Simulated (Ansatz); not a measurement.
The reference is Ag2O (space group Pn-3m, No. 224; a = 4.707 Å).

All numbers come from PBEsol in Ansatz (plane waves to 420 eV, PAW, no spin-orbit coupling).

Before the change:

| Item | Result |
|---|---|
| Lattice parameter a | 4.707 Å |

It is then changed as follows: a hydrostatic pressure of 7.5 GPa.

Task: What does the calculation give for the lattice parameter a after the change?

Result: The lattice parameter a drops by 0.1103 Å, from 4.707 Å to 4.596 Å.

Task: How does this affect the electron mass?

Result: The electron mass amounts to 0.60 mₑ (at Γ).

The levels and masses belong to the bands next to the band gap. Load acts through the strain it causes; cell and atoms are relaxed under it. Effective masses come from finite differences of ±0.01 Å⁻¹. Whether these cells are dynamically stable was not tested. No other phases were tried under pressure. No Hubbard U is applied, and correlation can decide whether such a compound is a metal. All final runs are without spin polarisation.

Ansatz is an electronic-structure program.
